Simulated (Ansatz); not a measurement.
Data:

End structure of a constructed model of the (111) surface of fcc Cu, a pseudomorphic layer of Mg in the other hollow (bottom of the slab: a bare face, its two planes held):

```
CELL_PARAMETERS angstrom
      2.56680     0.00000     0.00000
     -1.28340     2.22291     0.00000
      0.00000     0.00000    29.00000
ATOMIC_POSITIONS crystal
  Cu 0.33333 0.66667 0.27736
  Cu 0.66667 0.33333 0.34962
  Cu 0.00000 0.00000 0.42176
  Cu 0.33333 0.66667 0.49412
  Cu 0.66667 0.33333 0.56639
  Cu 0.00000 0.00000 0.63897
  Mg 0.66667 0.33333 0.72032
```

Set-up: 7 atoms, 12.9 Å thick at the start with caps and adatoms (thin: gaps and levels are the slab's own); mesh 17x17x1; 0.1 eV smearing; dipole correction on; 2 atoms held, the rest relaxed; held to the start's symmetry, so lower structures may exist; no spin, no spin-orbit, no U. In PBE it is, or lies within 0.01 eV a 1x1 cell of, the lowest of the 2 structures of its composition computed so far; subsurface sites and larger cells were not tried.

Problem. Predict the work function of the top face from Ansatz (a program for electronic structure) with PBE.

Solution. 4.07 eV
